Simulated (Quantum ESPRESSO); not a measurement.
# What a tighter setting buys: K_POINTS, SrICl (Pnma, 12 atoms in the cell)

Cell: a = 8.4484 Å, b = 4.5390 Å, c = 10.3418 Å, α = 90.00°, β = 90.00°, γ = 90.00°.

Level of theory: PBEsol, PseudoDojo standard norm-conserving (PBESOL) pseudopotentials (plane waves; Quantum ESPRESSO).

Base settings: ecutwfc = 70 Ry; occupations = fixed; potentials = {Sr: Sr.upf, I: I.upf, Cl: Cl.upf}; K_POINTS = automatic 3 6 3 0 0 0; nbnd = 52; conv_thr = 1e-10 Ry; mixing_beta = 0.3.

Misses are taken against the tightest run, automatic 4 7 3 0 0 0, which need not be fully converged itself. The energy is the free energy per atom.

The count of work is k-points × plane waves × bands × iterations; it is no time, and leaves out set-up, grids and terms that scale otherwise. Core times come from one kind of shared machine and are given to one figure; runs under 30 s give none.

The starting cell comes from a database of computed structures (which also holds hypothetical and non-ambient phases and stackings), without a prior relaxation at this level.

```tsv
K_POINTS	energy less reference (meV/atom)	pressure less reference (GPa)	largest difference in the force on any atom (eV/Å)	count of work / reference	core time / reference (rough)
automatic 1 1 1 0 0 0	355.95	2.68	0.465	0.045	0.07
automatic 1 2 1 0 0 0	37.42	0.32	0.084	0.083	0.1
automatic 2 2 1 0 0 0	26.29	0.25	0.031	0.19	0.2
automatic 2 3 2 0 0 0	2.37	0.03	0.006	0.33	0.4
automatic 2 4 2 0 0 0	0.58	0.01	0.002	0.50	0.6
automatic 3 4 2 0 0 0	0.30	0.00	0.001	0.50	0.6
automatic 3 5 3 0 0 0	0.04	0.00	0.000	0.50	0.5
automatic 3 6 3 0 0 0	0.01	0.00	0.000	0.67	0.6
automatic 4 7 3 0 0 0	0.00	0.00	0.000	1.0	1
```

Coarsest setting among those run that, with all tighter ones, holds the energy within 10 meV/atom of the reference: automatic 2 3 2 0 0 0, off by 2.4 meV/atom; it needs 0.33 of the reference's count of work and about 0.4 of the reference's time.

Coarsest setting among those run that, with all tighter ones, holds the energy within 2 meV/atom of the reference: automatic 2 4 2 0 0 0, off by 0.58 meV/atom; its saving against the reference is no more than about a factor of 2 in the count of work.

Smallest miss in the energy for at most 0.1 times the reference's count of work: automatic 1 2 1 0 0 0, with a miss of 37 meV/atom at a count of 0.083.

The step from automatic 1 2 1 0 0 0 to automatic 2 3 2 0 0 0: it takes the miss in the energy from 37 to 2.4 meV/atom, for 4.0 times the count of work and roughly 4 times the time.
